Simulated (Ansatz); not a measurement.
**A computed series for CaHBr: response to strain**

The reference is CaHBr (space group P4/nmm, No. 129; layered, stacked along the Cartesian z axis).

```xyz
6
Lattice="3.8332 0.0000 0.0000 0.0000 3.8332 0.0000 0.0000 0.0000 8.2397" Properties=species:S:1:pos:R:3 pbc="T T T"
Ca     0.0000     1.9166     1.2953
Ca     1.9166     0.0000     6.9444
H      1.9166     1.9166     0.0000
H      0.0000     0.0000     0.0000
Br     0.0000     1.9166     5.6037
Br     1.9166     0.0000     2.6360
```

Cartesian axes are those of the cell as printed.

Strains are applied to the cell and any free atomic positions relax; under biaxial strain the out-of-plane vector relaxes too.

Level of theory: DFT with r2SCAN, PAW potentials and a 500 eV plane-wave cutoff in Ansatz (an electronic-structure program), no SOC, earlier PAW set.

Candidates:
(a) biaxial strain −1.67 %, plane normal [001], relaxed out of plane
(b) isotropic strain −4.47 %
(c) uniaxial strain ε_yy = +0.98 %

Base values:

The band gap is 4.63 eV.

Order them by band gap, lowest first.

(b) isotropic strain −4.47 % (4.45 eV), (a) biaxial strain −1.67 %, plane normal [001], relaxed out of plane (4.57 eV), (c) uniaxial strain ε_yy = +0.98 % (4.61 eV)

No phonon test of stability was made. No dispersion term is included, though the crystal is made of layers, chains or molecules, so its spacings can come out too wide.
